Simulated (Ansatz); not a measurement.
Response to strain in AlAs

Consider AlAs in the zinc blende structure (space group F-43m, No. 216).

```
CELL_PARAMETERS angstrom
      0.00000     2.83713     2.83713
      2.83713     0.00000     2.83713
      2.83713     2.83713     0.00000
ATOMIC_POSITIONS crystal
  As 0.75000 0.75000 0.75000
  Al 0.00000 0.00000 0.00000
```

Cartesian axes are those of the cell as printed.

Strains are applied to the cell and any free atomic positions relax; under biaxial strain the out-of-plane vector relaxes too.

Level of theory: PBEsol (Ansatz, a program for electronic structure; PAW; 420 eV plane waves; no SOC), earlier PAW set.

Notes on the quantities. energy relative to the base: free energy F; pressure: mean of the normal stresses, compression positive.

| variant | energy relative to the base | gap character | pressure |
|---|---|---|---|
| base | 0 meV/atom | indirect, Γ → X | 0.01 GPa |
| biaxial strain +4.88 %, plane normal [001], relaxed out of plane | +33 meV/atom | indirect, Γ → M | -2.98 GPa |
| biaxial strain +1.75 %, plane normal [110], relaxed out of plane | +6.3 meV/atom | indirect, Γ → T | -1.68 GPa |
| isotropic strain −5.69 % | +181 meV/atom | indirect, Γ → X | 18.33 GPa |
| isotropic strain −3.88 % | +79 meV/atom | indirect, Γ → X | 11.01 GPa |
| isotropic strain −2.97 % | +45 meV/atom | indirect, Γ → X | 7.91 GPa |
| isotropic strain +1.40 % | +8.6 meV/atom | indirect, Γ → X | -2.75 GPa |
| uniaxial strain ε_yy = −2.45 % | +4.7 meV/atom | indirect, Γ → M | 1.88 GPa |
| tensor shear ε_xz = −2.12 % | +6.6 meV/atom | indirect, Γ → X | 0.03 GPa |
| tensor shear ε_xz = +3.36 % | +17 meV/atom | indirect, Γ → X | 0.07 GPa |

A biaxial case was relaxed in a doubled cell and then solved in the primitive one. Whether these cells are dynamically stable was not tested. k-point labels follow each cell's own Brillouin zone.
